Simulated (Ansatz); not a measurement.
**A computed series for hypothetical P6_422 BAs: pressure series**

Consider BAs (space group P6_422, No. 181; a hypothetical phase, not in the database extracts checked).

```
CELL_PARAMETERS angstrom
      3.42904     0.00000     0.00000
     -1.71452     2.96963     0.00000
      0.00000     0.00000     7.40310
ATOMIC_POSITIONS crystal
  B  0.00000 0.50000 0.33333
  B  0.50000 0.50000 0.66667
  B  0.50000 0.00000 0.00000
  As 0.00000 0.50000 0.83333
  As 0.50000 0.50000 0.16667
  As 0.50000 0.00000 0.50000
```

Cell and atoms are relaxed at each pressure.

Levels (all Ansatz, a program for electronic structure, PAW): PBEsol (420 eV, without spin-orbit coupling); HSE06 (420 eV, scalar-relativistic without spin-orbit coupling).

| pressure (GPa) | band gap, PBEsol (eV) | band gap, HSE06 (eV) |
|---|---|---|
| -2 | 0.35 | 0.95 |
| -1 | 0.33 | 0.93 |
| 0 | 0.31 | 0.90 |
| 0.3 | 0.30 | 0.90 |
| 1.5 | 0.28 | 0.88 |
| 3 | 0.25 | 0.85 |
| 5 | 0.22 | 0.81 |
| 7.5 | ? | ? |
| 10 | 0.13 | 0.72 |

### Question
Fit E_g = E₀ + αP + βP² to the rows shown and predict the withheld row.

### Answer
Least squares on the printed values gives 

- PBEsol: E₀ = 0.31 eV, α = -19.5 meV/GPa, β = 0.16 meV/GPa² (largest residual 0.00 eV); this predicts 0.17 eV, and the run gives 0.17 eV, in agreement
- HSE06: E₀ = 0.91 eV, α = -20.2 meV/GPa, β = 0.15 meV/GPa² (largest residual 0.01 eV); this predicts 0.76 eV, and the run gives 0.76 eV, in agreement.

Single points use the geometry relaxed with PBEsol. HSE06 was sampled on its mesh, a few special points and the semilocal edge points, so its gap is an upper bound. Load acts through the strain it causes; cell and atoms are relaxed under it. No phonon test of stability was made. No other phases were tried under pressure. The base started in P3_121 and relaxed to P6_422 at this level. The zero or small gap of BAs under pressure 1.5 GPa, BAs under pressure 3 GPa, BAs under pressure 5 GPa and BAs under pressure 7.5 GPa can change with the level of theory.
